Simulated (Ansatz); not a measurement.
Consider this model of amorphous Si30N41Al.

```xyz
72
Lattice="9.2057 0.0580 0.0637 0.0580 9.3584 -0.1358 0.0637 -0.1358 9.3951" Properties=species:S:1:pos:R:3 pbc="T T T"
Si     0.1075     3.7611     3.1234
Si     2.5969     5.4710     2.1583
Si     8.3082     3.4937     0.5142
Si     6.1174     1.0949     3.6929
Si     8.9599     8.8458     8.5168
Si     1.6071     8.1226     1.2501
Si     5.6211     3.3915     4.2692
Si     8.8957     7.9905     5.7973
Si     3.4396     1.4079     4.2732
Si     2.0914     9.0647     6.3634
Si     4.1643     4.3432     9.1234
Si     6.6655     6.1752     5.4280
Si     7.6437     1.5042     6.0825
Si     9.0320     6.3684     8.3170
Si     4.2633     2.4857     1.6895
Si     8.7700     4.2693     6.2941
Si     8.0935     8.0511     3.1312
Si     5.1022     9.0098     6.1047
Si     0.9262     2.1204     7.8719
Si     4.2104     6.8013     0.2149
Si     2.2179     4.9532     7.5205
Si     1.5387     1.6648     1.5671
Si     0.6508     0.6107     4.0171
Si     3.7246     3.4627     6.4922
Si     6.6477     8.5266     1.0543
Si     3.8255     0.0509     9.1828
Si     6.4437     4.4642     8.2175
Si     6.3623     1.3373     8.7470
Si     4.2260     5.9552     4.9310
Si     8.4496     5.6466     1.5693
N      8.7944     2.6247     6.8666
N      2.9569     7.0416     1.4578
N      4.0868     2.8679     4.9812
N      8.2859     7.6740     7.3933
N      7.0389     2.9215     8.9436
N      2.0507     0.7769     5.0652
N      6.8886     9.2287     2.6583
N      5.0259     8.3175     0.2032
N      7.2392     5.0470     6.6997
N      3.0185     1.7293     2.5911
N      7.9702     7.0716     4.6308
N      0.5112     7.6245    -0.0598
N      5.6785     5.0849     4.4741
N      2.3012     3.1444     7.4779
N      8.5509     0.2527     5.2240
N      3.6705     9.1468     7.2146
N      2.9987     5.8093     3.7683
N      7.4457     0.2978     0.1123
N      4.7944     0.3394     4.6218
N      0.6443     5.3181     7.1056
N      8.3489     5.0948     9.2854
N      7.5666     7.1067     1.7707
N      0.8745     0.3914     7.6723
N      6.3250     0.7371     7.0477
N      3.0815     5.6556     8.7365
N      0.2729     4.4261     4.6955
N      3.1682     5.1502     6.1122
N      0.8867     5.1354     2.1497
N      5.5550     2.4805     2.7800
N      4.9105     3.6465     7.7073
N      6.9139     2.3043     4.7618
N      7.9303     4.0449     2.1371
N      0.4691     2.0114     2.9593
N      3.5297     4.0312     1.2977
N      2.2230     0.2295     0.6961
N      0.5865     8.5826     2.7227
N      4.7190     1.5799     0.1986
N      1.3879     7.6111     5.7137
N      0.5847     2.5016     0.2404
N      5.2819     7.2333     5.7273
N      5.4547     5.5744     0.0002
Al     1.6004     5.8018     5.0264
```

All values below come from PBE, scalar-relativistic without spin-orbit coupling (plane waves to 420 eV, PAW; Ansatz, a quantum-chemistry and plane-wave program).

Preparation: random packing, a CHGNet melt and quench, and a DFT relaxation. N atoms were pushed apart under 1.9 Å during the dynamics, to hinder bonds among them. The hot cell started wider than the set density and was brought back towards it in steps. It is the lowest in DFT energy of 2 quenches. It is a model cell: composition and starting density were chosen by hand, and all elements were melted together. No dispersion term was used. Its density started from a set value of 2.96 and ended at 2.96 g/cm³. Cooling (nominally 300 K/ps over its main leg) ran many orders faster than in experiment, which tends to leave more defects and strain. Values belong to this one cell and scatter from quench to quench. The volume was held where the preparation left it and the shape relaxed, at a PBE pressure of -2.2 GPa (tension). Stress components on the final sampling reach 2.3 GPa.

Cut-offs for bonds: Si-Si 2.60 Å, Si-N 2.06 Å, Si-Al 2.55 Å, N-N 1.70 Å, N-Al 2.30 Å, Al-Al 2.66 Å. Two cations that share two anions don't count as bonded, nor two that share one unless they lie closer than Si-Si 2.38 Å, Si-Al 2.48 Å, Al-Al 2.59 Å.

Q: Give the coordination numbers, mean bond lengths and angles.

A: 
Mean coordination of Si by anions: 4.00 (30 with 4)
Mean coordination of N: 3.02 (40 with 3, 1 with 4)
Mean coordination of Al by anions: 4.00 (1 with 4)
Mean Si-N bond: 1.769 Å (spread 0.045 Å, 120 counted)
Mean N-Al bond: 1.946 Å (spread 0.048 Å, 4 counted)
Bond angle at Si: mean 109.2°, spread 12.0°
Bond angle at N: mean 116.7°, spread 17.9°
Bond angle at Al: mean 107.3°, spread 15.9°

Q: Which atoms depart from the most common coordination of their element?

A: N57 has 4 (Si21 1.71 Å, Si29 1.78 Å, Si24 1.82 Å, Al72 2.02 Å).

Q: List the pairs of like atoms that count as bonded by the rules above.

A: There are none by these rules.
